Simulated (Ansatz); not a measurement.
The starting structures come from a database of crystals and need not be the phases stable at ambient conditions.

 Where the default PAW files enter, the runs use the earlier of Ansatz's two default sets.

Consider the following.

```
CELL_PARAMETERS angstrom
      5.07467     0.00000     0.00000
      0.00000     5.10111     0.00000
      0.00000     0.00000     5.28340
ATOMIC_POSITIONS crystal
  Zr 0.26646 0.25094 0.03027
  Zr 0.73354 0.75094 0.96973
  Zr 0.26646 0.75094 0.46973
  Zr 0.73354 0.25094 0.53027
  O  0.53670 0.49916 0.22988
  O  0.46330 0.99916 0.77012
  O  0.53670 0.99916 0.27012
  O  0.46330 0.49916 0.72988
  O  0.06736 0.39389 0.36503
  O  0.93264 0.89389 0.63497
  O  0.06736 0.89389 0.13497
  O  0.93264 0.39389 0.86503
```

Space group of this cell: Pca2_1. The cell is taken as given.

The current runs along the normal of the first two printed vectors. All runs by Ansatz (a quantum-chemistry and plane-wave program), plane waves and PAW, without spin-orbit coupling; the base is r2SCAN.

```
run                                                      mean pressure (GPa)    gap (eV)  mid-gap κ (1/Å)
-------------------------------------------------------  -------------------  ----------  ---------------
base                                                                    -0.2        4.40            0.402
all lengths scaled by 0.98                                              16.9        4.65            0.411
all lengths scaled by 1.02                                             -13.2        4.15            0.393
lda in place of r2scan                                                  -8.8        3.79            0.374
lengths across the current scaled by 0.98, ions clamped                 10.8  (withheld)            0.411
lengths across the current scaled by 1.02, ions clamped                 -9.3        4.19            0.393
lengths along the current scaled by 0.97, ions clamped                   7.8  (withheld)       (withheld)
lengths along the current scaled by 1.03, ions clamped                  -6.9  (withheld)       (withheld)
pbesol in place of r2scan                                               -3.4        3.83            0.373
```

Problem. Some entries are withheld; supply them.

Solution. 
- lengths across the current scaled by 0.98, ions clamped, gap (eV): 4.57
- lengths along the current scaled by 0.97, ions clamped, gap (eV): 4.44
- lengths along the current scaled by 0.97, ions clamped, mid-gap κ (1/Å): 0.401
- lengths along the current scaled by 1.03, ions clamped, gap (eV): 4.28
- lengths along the current scaled by 1.03, ions clamped, mid-gap κ (1/Å): 0.401
